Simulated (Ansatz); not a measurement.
System: interstitial Ag in rutile TiO2 (charge state +1). Method: PBE, PAW (plane waves to 420 eV; Ansatz, a program for electronic structure).

72-site cell at the relaxed PBE lattice, one k-point at (0.250, 0.250, 0.250), smearing 0.01 eV, spin-restricted, no finite-size correction. Static, classical nuclei. The charge state is imposed; whether it is stable for some Fermi level was not computed. Sites that were not tried may lie lower.

Barriers: single points on a 2×2×2 k-point mesh shifted by half a step at the bands' geometries.

The step: a concerted move, in which Ag travels most. Atoms about the jump, Cartesian Å from the middle of the jump, before and after:

```
atom     x0     y0     z0     x1     y1     z1
----  -----  -----  -----  -----  -----  -----
Ag1    0.17   0.82  -0.34  -0.17  -0.82   0.34
O2    -1.80   0.05  -0.33  -1.79   0.33  -0.43
O3     1.28  -1.72  -0.33   1.46  -1.96  -0.43
O4     0.94   0.46   1.58   0.96   0.77   1.26
O5     0.95   0.46  -2.25   0.73   0.65  -1.77
O6    -1.02  -2.18   1.19  -1.28  -2.41   1.27
O7    -1.02  -2.18  -1.85  -1.05  -2.29  -1.77
Ti8   -0.28   3.51  -0.33  -0.22   1.80  -0.43
Ti9    2.26  -0.85   1.21   2.43  -0.77   1.25
Ti10  -0.19  -2.87  -0.33  -0.09  -3.45  -0.44
Ti11   2.27  -0.83  -1.85   2.20  -0.90  -1.75
Ti12  -2.53  -0.77  -1.81  -2.51  -0.75  -1.75
Ti13  -2.54  -0.75   1.16  -2.76  -0.87   1.26
O14   -1.60   0.14   2.61  -1.61   0.08   2.60
O15    3.06   0.10  -0.33   3.07   0.08  -0.34
O16   -1.60   0.14  -3.27  -1.55   0.09  -3.27
O17   -1.03   2.66   1.15  -1.06   2.41   1.17
O18    1.33  -1.87   2.65   1.29  -1.72   2.60
Ti19  -0.13   1.50   2.59  -0.12   1.49   2.57
O20   -1.02   2.66  -1.82  -1.03   2.49  -1.90
O21   -3.39  -1.80  -0.33  -3.38  -1.73  -0.34
Ti22  -0.13   1.50  -3.26  -0.03   1.42  -3.31
O23    1.33  -1.88  -3.31   1.23  -1.73  -3.28
```

Question: Predict the transition state.

Answer: 
```csv
atom,x,y,z
Ag1,-0.10,-0.42,-0.23
O2,-1.99,0.35,-0.35
O3,1.43,-1.93,-0.35
O4,0.97,0.70,1.33
O5,0.90,0.67,-1.94
O6,-1.09,-2.34,1.10
O7,-1.10,-2.32,-1.78
Ti8,-0.41,2.39,-0.35
Ti9,2.33,-0.76,1.22
Ti10,0.03,-3.28,-0.33
Ti11,2.28,-0.77,-1.85
Ti12,-2.55,-0.77,-1.79
Ti13,-2.68,-0.74,1.16
O14,-1.55,0.05,2.59
O15,3.07,0.07,-0.33
O16,-1.54,0.05,-3.26
O17,-1.16,2.41,1.32
O18,1.26,-1.72,2.60
Ti19,-0.07,1.45,2.61
O20,-1.16,2.43,-2.00
O21,-3.39,-1.75,-0.33
Ti22,-0.04,1.45,-3.27
O23,1.24,-1.73,-3.27
```
It lies 0.79 eV above the start and 0.43 eV above the end. The check of the saddle point's order was inconclusive.
